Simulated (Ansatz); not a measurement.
Candidates (primitive cells; geometry: relaxed with this functional, without spin-orbit coupling):
A. Pt (Fm-3m), a = b = c = 2.7699 Å, α = β = γ = 60.00°
B. PtBi (P6_3/mmc), a = 4.3633 Å, b = 4.3633 Å, c = 5.4830 Å, α = 90.00°, β = 90.00°, γ = 120.00°
C. LaPt2 (Fd-3m), a = b = c = 5.478 Å, α = β = γ = 60.00°
D. PtCu₃ (Pm-3m), a = 3.6677 Å, b = 3.6677 Å, c = 3.6677 Å, α = 90.00°, β = 90.00°, γ = 90.00°
E. PtSb (P6_3/mmc), a = 4.167 Å, b = 4.167 Å, c = 5.475 Å, α = 90.00°, β = 90.00°, γ = 120.00°

Question: Order them by resistivity at 300 K (highest first) at the level PBEsol, DFPT electron-phonon coupling, linearised Boltzmann equation run with Ansatz (an electronic-structure program).

Answer: C (30 μΩ·cm), E (17.0 μΩ·cm), B (11.4 μΩ·cm), A (7.5 μΩ·cm), D (3.5 μΩ·cm)

Metals; harmonic phonons alone scatter; means over directions. Halving the electron mesh moves these values by up to 10 %; q meshes are mostly untested. Some of the runs warned that the eigensolver left states short of its tolerance. Spin-orbit coupling is left out.

Formula and space group known from diffraction (Crystallography Open Database), not checked to be the room-temperature form: LaPt2 (Fd-3m), PtBi (P6_3/mmc), PtCu3 (Pm-3m), PtSb (P6_3/mmc). The missing spin-orbit coupling matters most for LaPt2 (Fd-3m), Pt (Fm-3m), PtBi (P6_3/mmc), PtCu3 (Pm-3m), PtSb (P6_3/mmc).
